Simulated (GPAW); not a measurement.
A self-consistent single point of MgNiF6 (R-3, 8 atoms in the cell) with GPAW.

Level of theory: LDA (Perdew-Wang 92)+U, GPAW PAW datasets LDA (gpaw-data 1.0.1) (plane waves; GPAW).

```
CELL_PARAMETERS angstrom
      2.40148     1.38649     4.35708
     -2.40148     1.38649     4.35708
      0.00000    -2.77298     4.35708
ATOMIC_POSITIONS crystal
  Mg 0.50000 0.50000 0.50000
  Ni 0.00000 0.00000 0.00000
  F  0.37297 0.76937 0.09415
  F  0.62703 0.23063 0.90585
  F  0.09415 0.37297 0.76937
  F  0.90585 0.62703 0.23063
  F  0.76937 0.09415 0.37297
  F  0.23063 0.90585 0.62703
```

Reference input (self-consistent single point, DFT LDA (Perdew-Wang 92), plane waves, GPAW PAW datasets LDA (gpaw-data 1.0.1)): mode = pw; ecut = 900 eV; xc = LDA; kpts = 6 6 6; mesh shift (steps) = 0 0 0; occupations.name = fermi-dirac; occupations.width = 0.136 eV; nbands = -16; convergence.density = 1e-05 e/electron; symmetry.symmorphic = false; symmetry.tolerance = 0.0005; maxiter = 150. This run's input differs from it in these lines:

```diff
@@ -20,6 +20,7 @@
             xc='LDA',
+            setups={'Ni': ':d,5.0'},
             kpts={'size': (6, 6, 6), 'gamma': True},
             occupations=FermiDirac(0.136),
-            nbands=-16,
-            convergence={'density': 1e-05},
+            nbands=-8,
+            convergence={'density': 1e-05, 'bands': -6},
             symmetry={'symmorphic': False, 'tolerance': 0.0005},
```

Output (repeated stretches shortened):

```
     iter     time        total  log10-change:
                         energy   eigst   dens
iter:   1 --:--:--   -41.243125   +0.11
iter:   2 --:--:--   -40.521186   -0.97  -1.29
iter:   3 --:--:--   -39.828579   -0.86  -1.35
iter:   4 --:--:--   -39.788629   -1.67  -1.51
iter:   5 --:--:--   -40.526279   -1.06  -1.61
iter:   6 --:--:--   -40.181737   -1.98  -1.87
iter:   7 --:--:--   -40.061823   -1.49  -1.96
iter:   8 --:--:--   -40.058261   -3.12  -2.71
iter:   9 --:--:--   -40.057937c  -3.36  -2.78
iter:  10 --:--:--   -40.072443c  -3.05  -2.78
iter:  11 --:--:--   -40.058414c  -2.89  -2.58
iter:  12 --:--:--   -40.057965c  -3.63  -3.23
iter:  13 --:--:--   -40.058019c  -5.52  -3.78
   [... 4 lines left out ...]
iter:  18 --:--:--   -40.057987c  -6.07  -3.98
iter:  19 --:--:--   -40.057999c  -7.22  -4.04
iter:  20 --:--:--   -40.058018c  -5.91  -4.10
iter:  21 --:--:--   -40.058012c  -6.82  -4.36
iter:  22 --:--:--   -40.058010c  -7.43c -4.47
iter:  23 --:--:--   -40.058008c  -7.65c -4.49
iter:  24 --:--:--   -40.058009c  -6.74  -4.72
iter:  25 --:--:--   -40.058011c  -6.46  -4.64
iter:  26 --:--:--   -40.058011c  -8.23c -4.86
iter:  27 --:--:--   -40.058010c  -7.94c -5.22c
Converged after 27 iterations.

Dipole moment: (0.000000, -0.000000, -0.000000) |e|*Ang

Energy contributions relative to reference atoms: (reference = -62921.578640)

Kinetic:        +35.350793
Potential:      -33.159143
External:        +0.000000
XC:             -42.007603
Entropy (-ST):   -0.001855
Local:           -0.241130
SIC:             +0.000000
--------------------------
Free energy:    -40.058938
Extrapolated:   -40.058010

Showing only first 2 kpts
 Kpt  Band  Eigenvalues  Occupancy
  0    32     -1.23943    1.99986
  0    33     -1.23925    1.99986
  0    34      1.33647    0.00017
  0    35      1.34095    0.00017

  1    32     -1.20720    1.99983
  1    33     -1.13969    1.99971
  1    34      1.27802    0.00026
  1    35      1.31891    0.00020

Fermi level: 0.06362

Gap: 2.146 eV
Transition (v -> c):
   [... lines left out ...]
Direct gap: 2.161 eV
   [... lines left out ...]
  2 F    -0.31397   -0.03880   -0.17608
  3 F     0.31397    0.03880    0.17608
  4 F     0.19059   -0.25251   -0.17608
  5 F    -0.19059    0.25251    0.17608
  6 F     0.12339    0.29131   -0.17608
  7 F    -0.12339   -0.29131    0.17608

Stress tensor:
     0.046433    -0.000000     0.000000
     0.000000     0.046433    -0.000000
     0.000000    -0.000000     0.049359
Stress (GPa, Voigt): [ 7.4393  7.4393  7.9081 -0.      0.     -0.    ]
```

The run converged in 27 iterations. GPAW prints stress with tension positive. Against the reference run the largest force goes from 0.156 to 0.362 eV/Å.

At such cutoffs GPAW's stress carries a finite-basis (Pulay) error, which enters relaxed cells too; its log prints stress with tension positive.

The starting cell comes from a database of computed structures (which also holds hypothetical and non-ambient phases and stackings), without a prior relaxation at this level. Spin polarisation is off. The U value is a test value, and with U on an open shell several self-consistent states can exist.

Cost on one core of a shared machine: roughly 3 min.
